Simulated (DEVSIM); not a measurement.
Structure: Schottky contact on n-type β-Ga2O3, at 350 K.

```tsv
layer (left to right)	material	thickness (μm)	Nd (cm⁻³)	τn (s)	τp (s)
1	β-Ga2O3	0.610	2e16	3.1e-8	3.1e-8
```

Left contact: Schottky, work function 5.04 eV, emission velocity 2.1e6 cm/s. Right contact: ohmic. Voltage is applied to the left contact. Recombination: SRH at mid-gap. Mobility is μmin + (μ − μmin)/(1 + (N/Nref)^α).

The device is made up for the run: typed textbook-type constants, with dimensions and the other settings drawn at random. Values at 300 K; Nc and Nv go as T^1.5, mobilities as T to minus their exponent, the gap by Varshni's rule with the affinity fixed.

```csv
parameter,β-Ga2O3
gap (eV),4.8
affinity (eV),4
permittivity,10
Nc (cm⁻³),3.7e18
Nv (cm⁻³),5e20
μn (cm²/Vs),160
μp (cm²/Vs),1
"μn,min",20
"μp,min",0.1
"Nref,n",1e18
"Nref,p",1e18
αn,0.8
αp,0.8
T exponent of μn,1.8
T exponent of μp,1.5
Varshni α (eV/K),0.0004
Varshni β (K),600
```

Model (solved in DEVSIM): 1D drift-diffusion, Boltzmann statistics, complete ionisation; no tunnelling, impact ionisation, image-force lowering or self-heating. Metal contacts follow the ideal Schottky-Mott rule: no Fermi-level pinning, no interface dipoles.

The temperature was swept, all else fixed.

```
temperature (K)  dark forward voltage at 1 A/cm² (V)  potential step across the device at zero bias (V)  dark forward voltage at 100 A/cm² (V)
---------------  -----------------------------------  -------------------------------------------------  -------------------------------------
250                                            0.749                                              0.933                                  0.863
300                                            0.686                                              0.905                                  0.825
350                                            0.622                                              0.876                                  0.785
400                                       (withheld)                                              0.845                             (withheld)
450                                            0.493                                              0.814                                  0.708
500                                            0.427                                              0.782                                  0.671
```

### Question
Fill in the missing entries.

### Answer

- 400, dark forward voltage at 1 A/cm² (V): 0.557
- 400, dark forward voltage at 100 A/cm² (V): 0.746
